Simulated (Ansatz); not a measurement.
Input and output of a self-consistent single point for VCu3Se4 (R3m, 8 atoms in the cell) (Ansatz, a quantum-chemistry and plane-wave program).

Computed with LDA (PW92), default PAW files made with PBE (plane waves; Ansatz).

The change in words: lattice scaled by 0.98; basis.ecutwfc: 420 eV → 1010 eV. Reference geometry:
```
CELL_PARAMETERS angstrom
      5.60305     0.00000     0.00000
      0.00000     5.60305     0.00000
      0.00000     0.00000     5.60305
ATOMIC_POSITIONS crystal
  V  0.00515 0.00515 0.00515
  Cu 0.00000 0.50000 0.00000
  Cu 0.50000 0.00000 0.00000
  Cu 0.00000 0.00000 0.50000
  Se 0.24334 0.24334 0.24334
  Se 0.24334 0.75666 0.75666
  Se 0.75666 0.75666 0.24334
  Se 0.75666 0.24334 0.75666
```

Reference input (self-consistent single point, DFT, LDA (PW92), plane waves, default PAW files made with PBE): basis.ecutwfc = 420 eV; kpoints.mp_grid.grid = 3 3 3; hamiltonian.xc = lda; hamiltonian.pseudopotentials = {kind: paw} (the program's default PAW files); scf.occupations.method = fixed. This run's input differs from it in these lines:

Ansatz 0.2 input:
```diff
@@ -2,5 +2,5 @@
   lattice:
-    - [5.60304600, 0.00000000, 0.00000000]
-    - [0.00000000, 5.60304600, 0.00000000]
-    - [0.00000000, 0.00000000, 5.60304600]
+    - [5.49098500, 0.00000000, 0.00000000]
+    - [0.00000000, 5.49098500, 0.00000000]
+    - [0.00000000, 0.00000000, 5.49098500]
   atoms:
@@ -15,3 +15,3 @@
 basis:
-  ecutwfc: 420.0 eV
+  ecutwfc: 1010.0 eV
 kpoints:
```

Output, abridged:

```
SCF iter   1: F=—  HF=-44064.250392 eV  |F-HF|=—  |Δ(HF+E_count)|=         —  Δρ=1.13e-2  dr2=9.55e-2  ethr=1.77e-3  ⟨swp⟩=4.0  Hψ=1502  notcnv=0  defer=60
all-band conjugate gradients solve this SCF's bands
preconditioner: auto → Resta (q_TF=auto, 2.634 Å⁻¹)
SCF iter   2: F=—  HF=-44064.262076 eV  |F-HF|=—  |Δ(HF+E_count)|=   1.17e-2  Δρ=1.27e-2  dr2=2.36e-1  ethr=7.12e-5  ⟨swp⟩=2.0  Hψ=983  notcnv=0  defer=67
   [... lines left out ...]
SCF iter   6: F=—  HF=-44064.227312 eV  |F-HF|=—  |Δ(HF+E_count)|=   1.71e-5  Δρ=1.32e-4  dr2=2.90e-5  ethr=2.25e-7  ⟨swp⟩=2.0  Hψ=593  notcnv=0  defer=53
SCF iter   7: F=—  HF=-44064.227298 eV  |F-HF|=—  |Δ(HF+E_count)|=   1.36e-5  Δρ=3.79e-5  dr2=3.91e-6  ethr=2.17e-8  ⟨swp⟩=2.0  Hψ=648  notcnv=0  defer=53
SCF iter   8: F=—  HF=-44064.227299 eV  |F-HF|=—  |Δ(HF+E_count)|=   8.07e-8  Δρ=2.32e-5  dr2=8.96e-7  ethr=2.92e-9  ⟨swp⟩=2.0  Hψ=534  notcnv=0  defer=53
SCF iter   9: F=-44064.227299 eV  HF=-44064.227299 eV  |F-HF|=7.28e-10  |Δ(HF+E_count)|=   2.16e-8  Δρ=1.40e-6  dr2=3.74e-9  ethr=7.46e-11  ⟨swp⟩=9.0  Hψ=2268  notcnv=0
SCF 1 converged in 9 iterations: F = -44064.227299 eV  dr2 = 3.74e-9
Free energy (F): -44064.227299 eV
Internal energy: -44064.227299 eV  (E = F + TS)
E sigma→0 (E₀):  -44064.227299 eV
Fermi energy:    8.423410 eV
--- Forces (eV/Å), atoms counted from 1 ---
  atom   1  V     -0.56439286    -0.56439286    -0.56439286
  atom   2  Cu    -0.02592111     0.09248257    -0.02592111
  atom   3  Cu     0.09248257    -0.02592111    -0.02592111
  atom   4  Cu    -0.02592111    -0.02592111     0.09248257
  atom   5  Se     0.44035109     0.44035109     0.44035109
  atom   6  Se     0.12150783    -0.01905104    -0.01905104
  atom   7  Se    -0.01905104    -0.01905104     0.12150783
  atom   8  Se    -0.01905104     0.12150783    -0.01905104
--- Stress (GPa, compression-positive) ---
       -0.597386       0.354011       0.354011
        0.354011      -0.597386       0.354011
        0.354011       0.354011      -0.597386
  P = ⅓ Tr σ = -0.5974 GPa (-5.974 kbar)
  The stress holds the Pulay correction. Without it, at fixed plane waves, as pw.x and ABINIT print it: P = -0.5986 GPa
```

The run converged in 9 iterations. Against the reference run the free energy falls by 26.3 meV/atom, the pressure goes from -5.21 to -0.60 GPa, the largest force goes from 0.825 to 0.978 eV/Å and the gap on the mesh goes from 1.226 to 1.323 eV.

The starting cell comes from a database of computed structures (which also holds hypothetical and non-ambient phases and stackings), without a prior relaxation at this level. Its lattice was rescaled by up to half a per cent. One atom was moved a little off its site on purpose. For this run, on top of that: lattice scaled by 0.98. Ansatz's pressure includes its estimate of the finite-basis (Pulay) stress.
